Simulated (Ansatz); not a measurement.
We consider FeCo (model structure, started from the NaTl type, Fd-3m, No. 227, 4 atoms in the cell), described by LDA (Ansatz, a first-principles code, plane waves, PAW).

Run with plane-wave cutoff 520 eV, 18×18×18 k mesh, Fermi–Dirac smearing 0.05 eV, spin-polarised with parallel moments, scalar-relativistic PAW data made under PBE.

Cell (relaxed at this level):

```yaml
crystal:
  lattice:
    - [0.00000, 2.75847, 2.75847]
    - [2.75847, 0.00000, 2.75847]
    - [2.75847, 2.75847, 0.00000]
  atoms:
    - { symbol: Fe, position: [0.75000, 0.75000, 0.75000], spin: 4.0 }
    - { symbol: Fe, position: [0.50000, 0.50000, 0.50000], spin: 4.0 }
    - { symbol: Co, position: [0.00000, 0.00000, 0.00000], spin: 3.0 }
    - { symbol: Co, position: [0.25000, 0.25000, 0.25000], spin: 3.0 }
```

Problem. Predict the bulk modulus.

Solution. 
- bulk modulus: 236 GPa

The run finds no gap.

Note: the magnetic order was assumed, not searched for or taken from measurement; the bulk modulus is −V dP/dV from two relaxed cells at ±2 % in volume; the relaxation could raise the start's symmetry but not lower it, so the cell can be a saddle point.

Spins in the cell block are starting values.

Computed values are for the static lattice.

A model structure was made by putting elements into a prototype or built by hand; it is no filed structure, need not be a known phase, and can be a saddle point held by its symmetry.
